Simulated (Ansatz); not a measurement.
Data:

End structure of F on graphene, one in a 1x1 cell, started at the site 'top C':

```xyz
3
Lattice="2.4665 0.0000 0.0000 -1.2332 2.1360 0.0000 0.0000 0.0000 19.0000" Properties=species:S:1:pos:R:3 pbc="T T T"
C      0.0000     1.4240     9.5000
C      1.2332     0.7120     9.1849
F      0.0000     1.4240    10.9781
```

Model: 3-atom slab, 12x12x1 mesh, Fermi-Dirac 0.05 eV, dipole correction, 1 atoms held, the rest relaxed; symmetry of the start imposed; spin-polarised, no spin-orbit, no U, no dispersion correction. At the end it is bonded to C. In PBE it is, or lies within 0.03 eV of, the lowest of the starts that converged.

A negative adsorption energy means that the adsorbate is more stable on the surface than in its reference.

### Question
What is the computed change of the work function (PBE (Ansatz, a quantum-chemistry and plane-wave program))?

### Answer
4.23 eV

### Question
What is the computed work function of the top face (PBE)?

### Answer
8.47 eV

### Question
What is the computed change of the step from the bottom to the top vacuum level, against the clean slab (PBE)?

### Answer
3.17 eV

### Question
Give the adsorption energy against ½ F2(g) at the level PBE.

### Answer
0.48 eV
